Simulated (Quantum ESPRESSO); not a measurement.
Refining one setting for HfO2 (P4_2/nmc, 6 atoms in the cell)

```
CELL_PARAMETERS angstrom
      3.48864     0.00000     0.00000
      0.00000     3.48864     0.00000
      0.00000     0.00000     5.07101
ATOMIC_POSITIONS crystal
  Hf 0.50000 0.50000 0.50000
  Hf 0.00000 0.00000 0.00000
  O  0.00000 0.50000 0.69721
  O  0.00000 0.50000 0.19721
  O  0.50000 0.00000 0.80279
  O  0.50000 0.00000 0.30279
```

Computed with PBE, GBRV 1.5 ultrasoft (PBE) pseudopotentials (plane waves; Quantum ESPRESSO).

The starting cell comes from a database of computed structures (which also holds hypothetical and non-ambient phases and stackings), without a prior relaxation at this level. Its lattice was rescaled by a random factor within 2.5 % of one. Spin-orbit coupling is off. In the base run, with a pressure of about 26 GPa the cell is away from its equilibrium volume at this level.

Held fixed: occupations = smearing; smearing = gaussian; degauss = 0.000734986 Ry; potentials = {Hf: hf_pbe_v1.uspp.F.UPF, O: o_pbe_v1.2.uspp.F.UPF}; K_POINTS = automatic 7 7 5 0 0 0; conv_thr = 1e-10 Ry. Moved along with it: ecutrho.

ΔF is the free energy per atom less that of the last row (80 Ry).

```csv
ecutwfc,ΔF (meV/atom),pressure (GPa),largest force (eV/Å),gap on the mesh (eV),plane waves,iterations
16 Ry,6694.5,-275.10,0.002,4.360,469,9
20 Ry,2167.4,-103.30,0.196,4.888,649,11
24 Ry,677.5,-23.54,0.583,4.999,850,11
28 Ry,208.5,9.06,0.517,4.984,1053,12
32 Ry,65.6,21.28,0.529,5.000,1287,12
36 Ry,25.6,25.02,0.526,4.998,1534,12
40 Ry,13.5,26.30,0.517,4.997,1803,12
46 Ry,8.9,26.60,0.514,4.997,2209,12
52 Ry,4.8,26.50,0.513,4.996,2659,12
60 Ry,1.99,26.78,0.512,4.996,3296,12
70 Ry,1.25,26.74,0.512,4.996,4149,12
80 Ry,0.00,26.70,0.511,4.997,5059,12
```

Largest force within 0.01 eV/Å of the last row: from ecutwfc = 40 Ry on; the one before it is off by 0.015 eV/Å. The value it settles on is 0.511 eV/Å at this level of theory and with the other settings as held.

Pressure within 1 GPa of the last row: from ecutwfc = 40 Ry on; the one before it is off by 1.7 GPa. The value it settles on is 26.7 GPa at this level of theory and with the other settings as held.

The gap is read on the k-point mesh of the run and can differ from the gap over the whole zone at this level.
